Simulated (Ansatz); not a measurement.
Amorphous Si$_{14}$Y$_{6}$Al$_{6}$O$_{46}$

Preparation: random packing, a CHGNet melt and quench, and a DFT relaxation. O atoms were pushed apart under 1.9 Å during the dynamics, to hinder bonds among them. The hot cell started wider than the set density and was brought back towards it in steps. It is the lowest in DFT energy of 2 quenches. It is a model cell: composition and starting density were chosen by hand, and all elements were melted together. No dispersion term was used.

Methods: PBE, scalar-relativistic without spin-orbit coupling (Ansatz, a quantum-chemistry and plane-wave program); r2SCAN, scalar-relativistic without spin-orbit coupling (Ansatz); HSE06, scalar-relativistic without spin-orbit coupling (Ansatz). Geometry, pressure, stress and energy are those of the PBE run. Its sampling: a 2×2×2 Γ-centred mesh; Fermi-Dirac width 0.02 eV; no spin polarisation. Other functionals are single points at the zone centre (r2SCAN at 500 eV; exact exchange cut at the cell's faces), free to take moments where seeds were set. At PBE the levels at the filled edge of the gap are localised (band-tail or defect states), and the nearest spread-out levels lie 4.7 eV apart at the zone centre.

Number of atoms in the cell: 72
Density (volume relaxed, without dispersion): 3.07 g/cm³
Volume per atom: 13.69 Å^3
Pressure on a 2×2×2 Γ-centred mesh: 0.00 GPa
Largest force and stress component on that mesh (the relaxation ran on the zone centre alone): 0.04 eV/Å and 0.0 GPa
Level gap on a 2×2×2 Γ-centred mesh (PBE): 4.30 eV
Level gap at the zone centre (PBE): 4.31 eV
Level gap at the zone centre (r2SCAN): 4.84 eV
Level gap at the zone centre (HSE06): 5.95 eV

Bonds are counted up to Si-Si 2.60 Å, Si-Y 3.09 Å, Si-Al 2.55 Å, Si-O 2.04 Å, Y-Y 3.74 Å, Y-Al 3.20 Å, Y-O 3.06 Å, Al-Al 2.66 Å, Al-O 2.24 Å, O-O 1.58 Å. Two cations that share two anions don't count as bonded, nor two that share one unless they lie closer than Si-Si 2.38 Å, Si-Y 3.01 Å, Si-Al 2.48 Å, Y-Y 3.64 Å, Y-Al 3.11 Å, Al-Al 2.59 Å.

```json
{
  "Mean coordination of Si by anions": "4.07 (13 with 4, 1 with 5)",
  "Mean coordination of Y by anions": "6.33 (4 with 6, 2 with 7)",
  "Mean coordination of Al by anions": "4.50 (3 with 4, 3 with 5)",
  "Mean coordination of O": "2.65 (18 with 2, 26 with 3, 2 with 4)",
  "Mean Si-O bond": "1.650 Å (spread 0.056 Å, 57 counted)",
  "Mean Y-O bond": "2.402 Å (spread 0.216 Å, 38 counted)"
}
```

Its density started from a set value of 3.04 g/cm³. The simulated quench (nominally 240 K/ps over its main leg) is rapid and tends to freeze in more defects than a deposited or slowly cooled glass has. A cell of this size samples the disorder only roughly. Volume and shape were free in the relaxation.
